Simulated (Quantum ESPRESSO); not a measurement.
Worked example: self-consistent single point of RuAl (P1, 2 atoms in the cell) in Quantum ESPRESSO.

Method of the run: PBEsol, SSSP 1.1.2 efficiency (PBE) pseudopotentials (plane waves; Quantum ESPRESSO 7.5).

```xyz
2
Lattice="2.9900 0.0000 0.0000 0.0000 2.9900 0.0000 0.0000 0.0000 2.9900" Properties=species:S:1:pos:R:3 pbc="T T T"
Al     1.4876     1.4713     1.4788
Ru     0.0074     0.0237     0.0162
```

Reference input (self-consistent single point, DFT, PBE, plane waves, SSSP 1.1.2 efficiency (PBE) pseudopotentials): ecutwfc = 60 Ry; ecutrho = 480 Ry; occupations = smearing; smearing = gauss; degauss = 0.0036749 Ry; potentials = {Al: Al.pbe-n-kjpaw_psl.1.0.0.UPF, Ru: Ru_ONCV_PBE-1.0.oncvpsp.upf}; K_POINTS = automatic 7 7 7 0 0 0; conv_thr = 1e-09 Ry; mixing_beta = 0.3. This run's input differs from it in these lines:

```diff
@@ -17,2 +17,3 @@
    degauss = 0.0036749
+   input_dft = 'pbesol'
 /
```

Output (repeated stretches shortened):

```
     Self-consistent Calculation

     iteration #  1     ecut=    60.00 Ry     beta= 0.30

     Threshold (ethr) on eigenvalues was too large:
     Diagonalizing with lowered threshold

     total energy              =    -227.03630885 Ry
     estimated scf accuracy    <       0.04438133 Ry

     iteration #  2     ecut=    60.00 Ry     beta= 0.30

     total energy              =    -227.03590672 Ry
     estimated scf accuracy    <       0.01225097 Ry

     iteration #  3     ecut=    60.00 Ry     beta= 0.30

     total energy              =    -227.03445321 Ry
     estimated scf accuracy    <       0.00373868 Ry

   [... 4 blocks of this kind left out ...]

     iteration #  8     ecut=    60.00 Ry     beta= 0.30

     total energy              =    -227.03484032 Ry
     estimated scf accuracy    <       0.00000003 Ry

     iteration #  9     ecut=    60.00 Ry     beta= 0.30
     End of self-consistent calculation

     Number of k-points >= 100: set verbosity='high' to print the bands.

     the Fermi energy is    16.2839 ev

!    total energy              =    -227.03484032 Ry
     estimated scf accuracy    <          4.9E-10 Ry
     smearing contrib. (-TS)   =      -0.00029431 Ry
     internal energy E=F+TS    =    -227.03454601 Ry

     convergence has been achieved in   9 iterations

     Forces acting on atoms (cartesian axes, Ry/au):

     atom    1 type  1   force =     0.00440116    0.01408995    0.00965352
     atom    2 type  2   force =    -0.00440116   -0.01408995   -0.00965352

     Total force =     0.024943     Total SCF correction =     0.000007

          total   stress  (Ry/bohr**3)                   (kbar)     P=      -29.65
  -0.00019548   0.00000772   0.00000529          -28.76        1.14        0.78
   0.00000772  -0.00020848   0.00001694            1.14      -30.67        2.49
   0.00000529   0.00001694  -0.00020079            0.78        2.49      -29.54

   JOB DONE.
```

The run converged in 9 iterations. Against the reference run the pressure goes from 2.80 to -2.97 GPa and the largest force hardly changes (0.459 to 0.453 eV/Å).

The starting cell has typed, rounded lattice constants, without a prior relaxation at this level. Its atoms were displaced at random from the sites of space group no. 221. Spin polarisation is off.
